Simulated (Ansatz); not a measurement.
Take WSi$_{2}$ (space group I4/mmm, No. 139; a = 3.2292 Å, c = 7.8673 Å) as the base.

Structures relaxed with Ansatz (a first-principles code) PBE, no SOC.

Base:

Simulated powder pattern, Cu Kα1, λ = 1.54056 Å (kinematic, ideal powder, no thermal factors, no anomalous dispersion; the 10 strongest lines at most, above 2 %, up to 2θ = 90°):

```
2θ (°)  I/Imax (%)    hkl
------  ----------  -----
22.59           49  (002)
29.88          100  (101)
39.43           59  (110)
44.47           84  (103)
45.92           33  (112)
56.99           20  (200)
62.09           14  (202)
65.68           23  (211)
75.02           37  (213)
85.29           14  (116)
```

One thing is altered: a hydrostatic pressure of 7 GPa.

Problem. How do the reflections move or split?

Solution. 
Simulated powder pattern, Cu Kα1, λ = 1.54056 Å (kinematic, ideal powder, no thermal factors, no anomalous dispersion; the 10 strongest lines at most, above 2 %, up to 2θ = 90°):

| 2θ (°) | I/Imax (%) | hkl |
|---|---|---|
| 22.78 | 49 | (002) |
| 30.21 | 100 | (101) |
| 39.88 | 58 | (110) |
| 44.91 | 84 | (103) |
| 46.42 | 33 | (112) |
| 57.66 | 20 | (200) |
| 62.82 | 14 | (202) |
| 66.48 | 23 | (211) |
| 75.93 | 37 | (213) |
| 86.26 | 14 | (116) |

The indices refer to the base's conventional cell; one index is shown for lines that coincide.

Load acts through the strain it causes; cell and atoms are relaxed under it. No phonon test of stability was made. No other phases were tried under pressure. All final runs are without spin polarisation.
